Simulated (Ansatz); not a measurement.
Consider Ru in the hcp (Mg type) structure (space group P6_3/mmc, No. 194).

```
CELL_PARAMETERS angstrom
      2.69188     0.00000     0.00000
     -1.34594     2.33123     0.00000
      0.00000     0.00000     4.24566
ATOMIC_POSITIONS crystal
  Ru 0.33333 0.66667 0.75000
  Ru 0.66667 0.33333 0.25000
```

Cartesian axes are those of the cell as printed.

The values are results of PBEsol, PAW, 420 eV (Ansatz, a quantum-chemistry and plane-wave program; scalar-relativistic without spin-orbit coupling), not measurements.

Before the change:

The pressure is 0.0 GPa.

One thing is altered: uniaxial strain ε_xx = +0.82 %, all other strain components held at zero, atoms relaxed at fixed cell.

### Question
What happens to the pressure and energy relative to the base?

### Answer
The pressure (mean of the normal stresses, compression positive) goes from zero to -2.7 GPa; the energy increases by 1.7 meV/atom.

Without a gap, meshes like the base's 20×20×11 leave anisotropic stresses uncertain by several tenths of a GPa, and small strain energies with them. Whether these cells are dynamically stable was not tested. All final runs are without spin polarisation.
